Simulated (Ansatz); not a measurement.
The reference is Co4N (space group Pm-3m, No. 221; a = 3.670 Å; ferromagnetic; a cell from a computed database, its experimental status unchecked). Axes: x, y, z lie along the cube axes.

All numbers come from PBEsol (Ansatz, a program for electronic structure, PAW, no SOC).

For the base:

```
Item                                  Result
-----------------------------  -------------
Largest site moment                  1.94 μB
Pressure                             0.0 GPa
Magnetic state                 ferromagnetic
Shortest interatomic distance        1.835 Å
```

Perturbation: strain tensor (xx, yy, zz, yz, xz, xy) = (−2.98, +0.59, +1.45, +0.75, −0.09, −1.18) %, atoms relaxed at fixed cell.

Q: Predict the new energy relative to the base, largest site moment, pressure, magnetic state and shortest interatomic distance.

A: The energy grows by 14 meV/atom; the largest site moment hardly moves (1.94 μB against 1.93 μB); the pressure (mean of the normal stresses, compression positive) goes from zero to 3.2 GPa; the magnetic state stays ferromagnetic; the shortest interatomic distance shrinks by 0.0546 Å, from 1.835 Å to 1.781 Å.

Other magnetic orders, which the real material may have, were not ruled out. Without a gap, meshes like the base's 13×13×13 leave anisotropic stresses uncertain by several tenths of a GPa, and small strain energies with them. Whether these cells are dynamically stable was not tested.
